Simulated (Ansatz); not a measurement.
# What C → Be does to TaC

The reference is TaC in the rock salt structure (space group Fm-3m, No. 225; a = 4.440 Å).

The change: every C is replaced by Be; the structure is relaxed again.

The values are results of Ansatz (a first-principles code) PBEsol, no SOC, not measurements. Γ-centred 17×17×17 mesh, Fermi–Dirac width 0.05 eV, for the changed cell.

The lattice parameter a grows by 0.321 Å (4.440 Å → 4.761 Å) and the space group stays Fm-3m (No. 225). The shortest interatomic distance grows by 0.160 Å to 2.380 Å and the band gap stays zero.

Cost of the whole job for the changed cell (relaxation, final SCF and bands): around 40 core-seconds (rough).

No phonon test of stability was made. As relaxed here, TaBe is a hypothetical phase, not in the database extracts checked. The final runs are not spin-polarised. An odd electron count without spin: TaBe and TaC.
